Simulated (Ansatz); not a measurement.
**BP under a change: pressure 4.5 GPa**

Base system: BP in the zinc blende structure (space group F-43m, No. 216; a = 4.548 Å).

It is then changed as follows: cell and atoms relaxed at a pressure of 4.5 GPa.

Level of theory: PBE (Ansatz, a first-principles code, PAW, no SOC). Γ-centred 12×12×12 mesh, Fermi–Dirac width 0.05 eV.

Volume per atom: 11.46 Å³ (base 11.76 Å³)
Density: 3.03 g/cm³ (base 2.95 g/cm³)
Lattice parameter a: 4.508 Å (base 4.548 Å)
Band gap: 1.21 eV (base 1.25 eV)
Gap character: indirect, Γ → Γ–X (83 % along) (base indirect, Γ → Γ–X (83 % along))
Mean gap deformation potential ΔEg/Δln V: +1.4 eV
Width of the top valence band: 5.58 eV (base 5.43 eV)
Electron mass: 1.3 mₑ along k, 0.23 mₑ across (off the special points) (base 1.3 mₑ along k, 0.23 mₑ across (off the special points))
Hole mass (degenerate bands, along [100]): 0.25, 0.25, 0.35 mₑ (at Γ) (base 0.26, 0.26, 0.33 mₑ (at Γ))

Load acts through the strain it causes; cell and atoms are relaxed under it. Effective masses come from finite differences of ±0.01 Å⁻¹. Along k means along the line from Γ to the band edge. Whether these cells are dynamically stable was not tested.
